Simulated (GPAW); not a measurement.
Input and output of a self-consistent single point for CaCu₂P₂ (I4/mmm, 5 atoms in the cell) (GPAW).

Method: LDA (Perdew-Wang 92), GPAW PAW datasets LDA (gpaw-data 1.0.1) (plane waves; GPAW).

The change in words: lattice scaled by 0.98. Reference geometry:
```
Ca(CuP)2
1.0
   -2.00325     2.00325     4.83650
    2.00325    -2.00325     4.83650
    2.00325     2.00325    -4.83650
Ca Cu P
1 2 2
Direct
  0.00000   0.00000   0.00000
  0.75000   0.25000   0.50000
  0.25000   0.75000   0.50000
  0.61878   0.61878   0.00000
  0.38122   0.38122   0.00000
```

Reference input (self-consistent single point, DFT LDA (Perdew-Wang 92), plane waves, GPAW PAW datasets LDA (gpaw-data 1.0.1)): mode = pw; ecut = 800 eV; xc = LDA; kpts = 9 9 9; mesh shift (steps) = 0 0 0; occupations.name = methfessel-paxton; occupations.width = 0.1 eV; occupations.order = 0; nbands = -9; convergence.density = 1e-05 e/electron; symmetry.symmorphic = false; symmetry.tolerance = 0.0005. This run's input differs from it in these lines:

```diff
@@ -5,5 +5,5 @@
 atoms = Atoms(['Ca', 'Cu', 'Cu', 'P', 'P'],
-              cell=[[-2.003245, 2.003245, 4.836495],
-                    [2.003245, -2.003245, 4.836495],
-                    [2.003245, 2.003245, -4.836495]],
+              cell=[[-1.963180, 1.963180, 4.739765],
+                    [1.963180, -1.963180, 4.739765],
+                    [1.963180, 1.963180, -4.739765]],
               scaled_positions=[[0.000000, 0.000000, 0.000000],
```

The program printed (abridged):

```
     iter     time        total  log10-change:
                         energy   eigst   dens
iter:   1 --:--:--   -30.140619
iter:   2 --:--:--   -29.130750   -0.33  -1.21
iter:   3 --:--:--   -27.225579   -0.81  -1.28
iter:   4 --:--:--   -27.110786   -1.54  -1.46
iter:   5 --:--:--   -27.019089   -1.73  -1.53
iter:   6 --:--:--   -27.009945   -2.61  -2.04
iter:   7 --:--:--   -27.150204   -1.69  -2.11
iter:   8 --:--:--   -26.985116   -1.60  -1.99
iter:   9 --:--:--   -26.988427   -2.83  -2.86
iter:  10 --:--:--   -26.985728c  -4.00  -2.74
iter:  11 --:--:--   -26.984658c  -4.32  -2.88
iter:  12 --:--:--   -26.984860c  -5.43  -3.00
iter:  13 --:--:--   -26.986357c  -4.11  -3.03
iter:  14 --:--:--   -26.984033c  -3.82  -2.94
   [... 4 lines left out ...]
iter:  19 --:--:--   -26.983859c  -5.71  -3.78
iter:  20 --:--:--   -26.983853c  -6.90  -3.84
iter:  21 --:--:--   -26.983849c  -6.30  -3.87
iter:  22 --:--:--   -26.983846c  -6.90  -3.99
iter:  23 --:--:--   -26.983844c  -7.43c -4.07
iter:  24 --:--:--   -26.983848c  -6.28  -4.11
iter:  25 --:--:--   -26.983847c  -7.26  -4.41
iter:  26 --:--:--   -26.983847c  -8.58c -4.60
iter:  27 --:--:--   -26.983847c  -8.41c -4.70
iter:  28 --:--:--   -26.983849c  -7.85c -4.78
iter:  29 --:--:--   -26.983849c  -7.54c -5.18c
Converged after 29 iterations.

Dipole moment: (0.000000, -0.000000, 0.000000) |e|*Ang

Energy contributions relative to reference atoms: (reference = -126913.818564)

Kinetic:         -1.161490
Potential:       +3.685123
External:        +0.000000
XC:             -28.891237
Entropy (-ST):   -0.007909
Local:           -0.612290
SIC:             +0.000000
--------------------------
Free energy:    -26.987803
Extrapolated:   -26.983849

Showing only first 2 kpts
 Kpt  Band  Eigenvalues  Occupancy
  0    19      8.01517    2.00000
  0    20      8.01517    2.00000
  0    21      8.73048    2.00000
  0    22     11.18366    0.00000

  1    19      7.23365    2.00000
  1    20      7.54980    2.00000
  1    21      9.88161    0.00000
  1    22     11.34216    0.00000

Fermi level: 9.25329

No gap
   [... lines left out ...]
Energy (eV): -26.983849

Forces in eV/Ang:
  0 Ca   -0.00000    0.00000   -0.00000
  1 Cu   -0.00000   -0.00000    0.00000
  2 Cu   -0.00000   -0.00000    0.00000
  3 P    -0.00000    0.00000    0.03554
  4 P     0.00000    0.00000   -0.03554

Stress tensor:
    -0.004563    -0.000000    -0.000000
    -0.000000    -0.004563    -0.000000
    -0.000000    -0.000000    -0.006407
Stress (GPa, Voigt): [-0.7311 -0.7311 -1.0266 -0.     -0.     -0.    ]
```

The run converged in 29 iterations. GPAW prints stress with tension positive. Against the reference run the free energy drops by 11.8 meV/atom, the pressure goes from -5.33 to 0.83 GPa and the largest force goes from 0.223 to 0.036 eV/Å.

The starting cell comes from a database of computed structures (which also holds hypothetical and non-ambient phases and stackings), without a prior relaxation at this level. For this run, on top of that: lattice scaled by 0.98. Spin polarisation is off. The run gives no clean gap (levels at the Fermi energy touch, overlap or are partly filled at this smearing), which alone does not show that the compound is a metal.

Cost on one core of a shared machine: roughly 3 min.
